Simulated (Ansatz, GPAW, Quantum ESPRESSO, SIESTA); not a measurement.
Code comparison for FeGe (P2_13, 8 atoms in the cell)

Self-consistent single point.

```
FeGe
1.0
    4.71581     0.00000     0.00000
    0.00000     4.71581     0.00000
    0.00000     0.00000     4.71581
Fe Ge
4 4
Direct
  0.13476   0.13476   0.13476
  0.36524   0.86524   0.63476
  0.63476   0.36524   0.86524
  0.86524   0.63476   0.36524
  0.84497   0.84497   0.84497
  0.65503   0.15503   0.34497
  0.34497   0.65503   0.15503
  0.15503   0.34497   0.65503
```
Moments meant for the start (each program seeds them in its own way; μB, in the order of the atoms Fe Fe Fe Fe Ge Ge Ge Ge): 4.0 4.0 4.0 4.0 0.0 0.0 0.0 0.0.

Shared settings, as Ansatz (a quantum-chemistry and plane-wave program) writes them: kpoints.mp_grid.grid = 6 6 6; scf.occupations.method = gaussian; scf.occupations.width = 0.272 eV. Potentials and cutoffs stand in the table.

```json
[
 {"code": "Ansatz", "model": "PBE, PAW files", "pressure (GPa)": "-4.78", "largest force (eV/Å)": "0.336", "size of the net moment (μB/atom)": "0.57", "cutoff": "default"},
 {"code": "GPAW", "model": "PBE, GPAW PAW datasets PBE (gpaw-data 1.0.1)", "pressure (GPa)": "-4.11", "largest force (eV/Å)": "0.336", "size of the net moment (μB/atom)": "0.57", "cutoff": "800 eV"},
 {"code": "Quantum ESPRESSO", "model": "PBE, PSlibrary ultrasoft (PBE) pseudopotentials", "pressure (GPa)": "-3.48", "largest force (eV/Å)": "0.339", "size of the net moment (μB/atom)": "0.57", "cutoff": "55 Ry"},
 {"code": "SIESTA", "model": "GGA PBE, numerical atomic orbitals DZP, PseudoDojo PBE standard norm-conserving potentials (rewritten from UPF to PSML)", "pressure (GPa)": "0.67", "largest force (eV/Å)": "0.476", "size of the net moment (μB/atom)": "0.69", "cutoff": "grid 300 Ry"}
]
```

Size of the force on each atom (eV/Å): Sizes of forces hide their directions.

```json
[
 {"code": "Ansatz", "Fe1": "0.053", "Fe2": "0.053", "Fe3": "0.053", "Fe4": "0.053", "Ge5": "0.336", "Ge6": "0.336", "Ge7": "0.336", "Ge8": "0.336"},
 {"code": "GPAW", "Fe1": "0.019", "Fe2": "0.019", "Fe3": "0.019", "Fe4": "0.019", "Ge5": "0.336", "Ge6": "0.336", "Ge7": "0.336", "Ge8": "0.336"},
 {"code": "Quantum ESPRESSO", "Fe1": "0.014", "Fe2": "0.014", "Fe3": "0.014", "Fe4": "0.014", "Ge5": "0.339", "Ge6": "0.339", "Ge7": "0.339", "Ge8": "0.339"},
 {"code": "SIESTA", "Fe1": "0.131", "Fe2": "0.131", "Fe3": "0.131", "Fe4": "0.131", "Ge5": "0.476", "Ge6": "0.476", "Ge7": "0.476", "Ge8": "0.476"}
]
```

On Ansatz's run: the magnetic order is the one reached from the typed start; others were not searched systematically.

The spread over the programs that give each value: pressure within 5.45 GPa; largest force within 0.140 eV/Å; size of the net moment within 0.12 μB/atom.

SIESTA uses small atom-centred bases, whose incompleteness enters pressures, forces and empty levels differently from a plane-wave cutoff. Ansatz's pressure is given at a fixed set of plane waves, as the other plane-wave codes print theirs; with its correction for the finite basis it is -4.65 GPa. In the pressure, SIESTA (by 4.78) lies more than 1 GPa from the median of the plane-wave programs. In the force vectors, SIESTA (by 0.150) lies more than 0.08 eV/Å from the median of the plane-wave programs.

On the base mesh (3 3 3) the same programs gave: Ansatz pressure -4.86 GPa; Quantum ESPRESSO pressure -3.57 GPa; GPAW pressure -4.21 GPa; SIESTA pressure 0.37 GPa.

The starting cell comes from a database of computed structures (which also holds hypothetical and non-ambient phases and stackings), without a prior relaxation at this level.

Keys are those of Ansatz 0.2.
